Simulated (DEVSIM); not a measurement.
# illuminated Ge p-on-n cell, one wavelength

Structure: illuminated Ge p-on-n cell, one wavelength, at 300 K.

| layer (left to right) | material | thickness (μm) | Nd (cm⁻³) | Na (cm⁻³) | τn (s) | τp (s) | absorption coefficient (cm⁻¹) |
|---|---|---|---|---|---|---|---|
| 1 | Ge | 0.990 | - | 2.6e18 | 2.8e-5 | 3.4e-5 | 400 |
| 2 | Ge | 30.0 | 1.7e16 | - | 0.0001 | 0.0001 | 400 |

Left contact: ohmic, minority electron recombination velocity 4000 cm/s. Right contact: ohmic, minority hole recombination velocity 1000 cm/s. Voltage is applied to the left contact. Recombination: SRH at mid-gap, radiative, Auger. Light enters at the left, 1.4e17 photons cm⁻² s⁻¹, one pass, no reflection. Mobility is constant in doping.

This is a model device: material constants are rounded textbook-type values typed into the input, and sizes, dopings and lifetimes were drawn at random. Values at 300 K.

| parameter | Ge |
|---|---|
| gap (eV) | 0.664 |
| affinity (eV) | 4 |
| permittivity | 16 |
| Nc (cm⁻³) | 1.04e19 |
| Nv (cm⁻³) | 6e18 |
| μn (cm²/Vs) | 3900 |
| μp (cm²/Vs) | 1900 |
| B (cm³/s) | 6.4e-14 |
| Cn (cm⁶/s) | 1e-31 |
| Cp (cm⁶/s) | 1e-31 |

DEVSIM, 1D drift-diffusion, Boltzmann statistics, complete ionisation; no tunnelling, impact ionisation, image-force lowering or self-heating.

* **Potential step across the device at zero bias**: 0.477 V
* **Largest field in the device at zero bias**: 81000 V/cm
* **Dark forward voltage at 1 A/cm²**: 0.321 V
* **Dark forward voltage at 100 A/cm²**: 0.448 V
* **Short-circuit current**: 15.6 mA/cm²
* **Open-circuit voltage**: 0.213 V
* **Fill factor**: 0.65
* **Largest power**: 2.17 mW/cm²
* **Share of generated pairs collected at short circuit**: 0.978

Dark forward current:

(V (V), J (A/cm²)): (0.05, 2.5e-5); (0.10, 0.00019); (0.15, 0.0014); (0.20, 0.0094); (0.25, 0.065); (0.30, 0.45); (0.35, 3.0); (0.40, 19); (0.45, 110); (0.50, 540); (0.55, 2300)

Current under light (generator sign):

```tsv
V (V)	J (mA/cm²)
0.00	15.6
0.02	15.6
0.04	15.6
0.06	15.5
0.08	15.5
0.10	15.4
0.12	15.2
0.14	14.7
0.16	13.6
0.18	11.2
0.20	6.15
0.22	-4.86
```
